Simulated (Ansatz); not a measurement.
Hypothetical diamond V under a change: non-magnetic

The reference is V in the diamond structure (space group Fd-3m, No. 227; a = 5.362 Å; ferromagnetic; a hypothetical phase, not in the database extracts checked).

It is then changed as follows: the non-magnetic state is imposed and the cell is relaxed again.

Computed with DFT with PBEsol, PAW potentials and a 420 eV plane-wave cutoff in Ansatz (a program for electronic structure), no spin-orbit coupling. Γ-centred 15×15×15 mesh, Fermi–Dirac width 0.05 eV.

```csv
quantity,base,changed,shift
volume per atom,19.27 Å³,17.43 Å³,-1.846 Å³
lattice parameter a,10.133 bohr,9.799 bohr,-0.334 bohr
"space group (of the atoms, moments ignored)",Fd-3m (No. 227),Fd-3m (No. 227),–
shortest interatomic distance,4.388 bohr,4.243 bohr,-0.145 bohr
energy relative to the base (σ→0) (to 0.01 eV only: unlike meshes or grids),0.00 eV/atom,+0.03 eV/atom,+0.03 eV/atom
band gap,zero,zero,–
```

Cost of the whole job for the changed cell (relaxation, final SCF and bands): about 40 core-seconds (a rough figure).

The magnetic state is the one reached from the starting moments; the real material's order can differ, and small cells can't hold many antiferromagnetic ones. No phonon test of stability was made. Spin-polarised in the final run: base; the other runs are not. V has a high density of states at the Fermi level and may be magnetic at this level.
